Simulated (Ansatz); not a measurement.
The starting structures come from a database of crystals and need not be the phases stable at ambient conditions.

Inside the gap of an insulator the Bloch states are evanescent, with a wavenumber k + iκ along the transport direction.

Data:

```xyz
3
Lattice="3.1488 0.0000 0.0000 0.0000 6.6896 0.0000 1.5744 0.0000 2.7270" Properties=species:S:1:pos:R:3 pbc="T T T"
Mo     0.0000     0.0000     0.0000
S      1.5744     5.1221     0.9090
S      1.5744     1.5674     0.9090
```

Space group of this cell: P-6m2. The cell was relaxed by PBE-D3(BJ); by r2SCAN its mean pressure is 2.2 GPa.

Transport runs along the normal of the first two printed cell vectors, the (100) plane of the conventional cell.

No gap correction and no spin-orbit coupling; mid-gap values are interpolated between computed energies.

Estimate the band gap and the smallest decay constant κ at mid-gap that Ansatz (a quantum-chemistry and plane-wave program) with r2SCAN returns for this system.

Gap 1.35 eV on a 12×6×12 mesh; κ = 0.214 1/Å, at (0.300, 0.500) of the in-plane reciprocal vectors. At the zone centre, at the nearest computed energy, the slowest state has κ = 0.31 1/Å.
